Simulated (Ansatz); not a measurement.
## Worked sum: formation energy of F_i in Pt (fcc, Fm-3m)

This concerns the formation energy of F_i in Pt (fcc, Fm-3m). Reaction: 64 Pt (fcc) + 1/2 F2 (gas) → cell A.

A: a supercell of 64 sites of Pt (fcc, Fm-3m) with F off the lattice sites (6 Pt at 2.26 Å); spin state with PBE: run without spin.

Setting: static, neutral cells in Ansatz (PAW) whose structures rest at the PBE level. Ansatz (a quantum-chemistry and plane-wave program) runs with its PAW set soft_1. Other levels take these structures. The lattices are those relaxed with PBE, so at other levels the solids can be strained, which adds to the spread. Larger cells are relaxed from a start prepared with the learned potential CHGNet, on a coarser mesh till forces fall under 0.03 eV/Å, which some starts already meet. A dispersion term (D3(BJ), or D4 for r2SCAN) was computed beside these levels and is taken off wherever the name lacks it. Space groups of crystals are read within 0.01 Å. Spin-orbit coupling is left out. Mesh and cell size may move defect energies by 0.1 eV or more. Cell A has symmetry Fm-3m within 0.02 Å and got no random move, so less symmetric positions, which may lie lower, weren't tried.

Total energies of the cells in eV, at zero smearing width. They compare only within one column; the weights balance every element.

```
cell       atoms  weight            PBE           RPBE
---------  -----  ------  -------------  -------------
A: Pt:F_i     65      +1  -802383.46043  -803270.36971
Pt (fcc)      64      −1  -801581.37999  -802466.62878
F2 (gas)       2    −1/2    -1611.20111    -1615.59771
```

PBE: (-802383.46043) − (-801581.37999) − 1/2 × (-1611.20111) = 3.520 eV.

RPBE: (-803270.36971) − (-802466.62878) − 1/2 × (-1615.59771) = 4.058 eV.
